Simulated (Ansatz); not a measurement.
Consider interstitial Li in alpha quartz, charge state +1. The step: a direct jump of one Li atom; the atom moves 1.82 Å along (0.02, -0.02, -0.33) of the unit cell; the moving atom starts with neighbours 2 O at 1.97, 2 O at 1.99 Å and ends with 2 O at 1.97, 2 O at 1.99 Å. DFT values are from Ansatz (plane-wave PAW, 420 eV unless said) in a cell of 72 host sites, spin-restricted, static, with no finite-size correction. The charge state is imposed; whether it is stable for some Fermi level was not computed. Sites that were not tried may lie lower. For the PBE band: the saddle point's order was not checked, and it lies on a symmetry element of the cell, where a band can be held.

```
Level                                                                      Forward barrier (eV)  Cost of the band or of the saddle's single point
-------------------------------------------------------------------------  --------------------  ------------------------------------------------
CHGNet universal potential (has no charge state), its own band                             0.08                                                 -
PBE, the Γ point alone, band relaxed                                                       0.13                           roughly 15 core-minutes
PBE, a 2×2×2 k-point mesh shifted by half a step along c, same geometries                  0.13                   around 2.4 core-minutes (rough)
r2SCAN at 500 eV, the Γ point alone, same geometries                                       0.13            about 80 core-seconds (a rough figure)
HSE06, Γ point alone, same geometries                                                         ?                     around 5 core-minutes (rough)
```

**Question.** Complete the blanks.

**Answer.** 
- HSE06, Γ point alone, same geometries, Forward barrier (eV): 0.14

Ansatz is a first-principles code.
